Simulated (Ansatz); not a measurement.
Start from BN in the wurtzite structure (space group P6_3mc, No. 186; a = 2.523 Å, c = 4.175 Å). Axes: x lies along a and z along c of the hexagonal cell.

All numbers come from LDA, PAW, 420 eV (Ansatz, a first-principles code; no spin-orbit coupling).

Strains are applied to the cell and any free atomic positions relax; under biaxial strain the out-of-plane vector relaxes too.

One change was made to it. Results:

The band gap grows by 0.19 eV (4.93 eV → 5.12 eV); the gap character is still indirect, Γ → K.

Q: Which change produced these results?
A) biaxial strain +2.40 %, plane normal [001], relaxed out of plane
B) biaxial strain +1.20 %, plane normal [001], relaxed out of plane
C) biaxial strain +1.80 %, plane normal [001], relaxed out of plane

A: A, biaxial strain +2.40 %, plane normal [001], relaxed out of plane. For comparison, the band gap in the other runs: biaxial strain +1.80 %, plane normal [001], relaxed out of plane gives 5.08 eV; biaxial strain +1.20 %, plane normal [001], relaxed out of plane gives 5.04 eV.

Stability against distortions was not tested.
